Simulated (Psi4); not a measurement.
Psi4 1.11, B3LYP/def2-svp: Ge(Me)3(OH) ([CH3][Ge]([CH3])([CH3])[OH]), 15 atoms. The geometry is a generated start, not checked to be a minimum at this level.

```json
{
 "task": "energy",
 "method": "b3lyp",
 "basis": "def2-svp",
 "memory": "3 GB",
 "maxiter": "100",
 "keys_of_the_molecule_block": "symmetry c1",
 "scf_type": "df (default)",
 "guess": "auto, which took SAD (default)",
 "scf_initial_accelerator": "adiis (default)",
 "e_convergence": "1e-06 (default)",
 "d_convergence": "1e-06 (default)",
 "dft_radial_points": "75 (default)",
 "dft_spherical_points": "302 (default)",
 "basis_functions": "138",
 "grid_points": "320951"
}
```

```xyz
15

C      0.2648     1.5983    -1.0479
Ge    -0.1726     0.0606     0.1610
C     -1.2633    -1.3367    -0.7182
C      1.4602    -0.6830     1.0472
O     -1.2672     0.6496     1.4238
H      0.0246     1.3450    -2.0778
H      1.3210     1.8499    -0.9991
H     -0.3120     2.4761    -0.7725
H     -1.6433    -2.0278     0.0276
H     -0.6704    -1.8953    -1.4383
H     -2.1095    -0.8922    -1.2343
H      1.5007    -1.7597     0.9111
H      2.3629    -0.2588     0.6193
H      1.4466    -0.4769     2.1131
H     -0.9425     1.3510     1.9850
```

One run each on 2 threads. Values of diis_max_vecs tried: 3, 6, 10 (default), 20.

Q: How does the count of SCF iterations change with diis_max_vecs, and where is it least?

A: Fewest SCF iterations, within one of each other: 6 with 8, 10 (default) with 8, 20 with 8. The count rises to 12 at 3. All converge to one solution.

| diis_max_vecs | SCF iterations | end |
|---|---|---|
| 3 | 12 | same solution |
| 6 | 8 | same solution |
| 10 (default) | 8 | same solution |
| 20 | 8 | same solution |
